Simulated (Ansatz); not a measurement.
The parent structure is LiNbO$_{3}$ (space group R3c, No. 161; a = 5.067 Å, c = 13.687 Å (hexagonal axes)).

Level of theory: Kohn–Sham DFT with the LDA functional, run in Ansatz (a program for electronic structure) with PAW and 420 eV plane waves, no SOC.

Base values:

```
Item         Value
--------  --------
Pressure  0.00 GPa
```

Modification: every lattice vector is stretched by 2.25 %; the atoms relax in the strained cell.

Question: What happens to the energy relative to the base, pressure and largest internal atomic displacement?

Answer: The energy rises by 17 meV/atom; the pressure (mean of the normal stresses, compression positive) goes from zero to -7.08 GPa; the largest internal atomic displacement is 0.073 Å.

No phonon test of stability was made.
